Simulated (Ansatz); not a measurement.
Amorphous Si33N40, 73 atoms at 2.94 g/cm³, one PBE-relaxed geometry, zone centre. Methods: PBE, scalar-relativistic without spin-orbit coupling (Ansatz, a quantum-chemistry and plane-wave program); r2SCAN, scalar-relativistic without spin-orbit coupling (Ansatz); HSE06, scalar-relativistic without spin-orbit coupling (Ansatz). Plane waves to 420 eV (r2SCAN 500 eV); exact exchange is cut at the cell's faces. The usual formal charges leave 12 electrons over, so the level spacing at the Fermi energy parts defect or band states and needn't be the band gap. At PBE the levels at the filled edge of the gap are localised (band-tail or defect states), and the nearest spread-out levels lie 2.3 eV apart at the zone centre. The higher rungs were started with moments on some atoms, which died out.

Preparation: random packing, a CHGNet melt and quench, and a DFT relaxation. N atoms were pushed apart under 1.9 Å during the dynamics, to hinder bonds among them. The hot cell started wider than the set density and was brought back towards it in steps. It is the lowest in DFT energy of 2 quenches. It is a model cell: composition and starting density were chosen by hand, and all elements were melted together. No dispersion term was used. Its density started from a set value of 2.94 and ended at 2.94 g/cm³. The simulated quench (nominally 450 K/ps over its main leg) is rapid and tends to freeze in more defects than a deposited or slowly cooled glass has. Values belong to this one cell and scatter from quench to quench. The volume was held where the preparation left it, at a PBE pressure of 0.8 GPa. Stress components on the final sampling reach 1.7 GPa. On a 2×2×2 Γ-centred mesh force components of up to 0.24 eV/Å stay, since the relaxation ran on the zone centre alone. Cycles of charging lowered its energy after that relaxation.

The relaxation ran on the zone centre alone. At PBE the level spacing at the Fermi energy is 0.79 eV on a 2×2×2 Γ-centred mesh, and the spacing at the zone centre alone 1.01 eV.

What zone-centre spacing does r2SCAN give, roughly?

1.25 eV (+0.23 eV against PBE).

What zone-centre spacing does HSE06 give, roughly?

1.83 eV (+0.82 eV against PBE).

The highest filled and the lowest empty state spread over these numbers of atoms (participation numbers): PBE: 7.3 and 22.8; r2SCAN: 6.7 and 23.2; HSE06: 6.2 and 23.3.
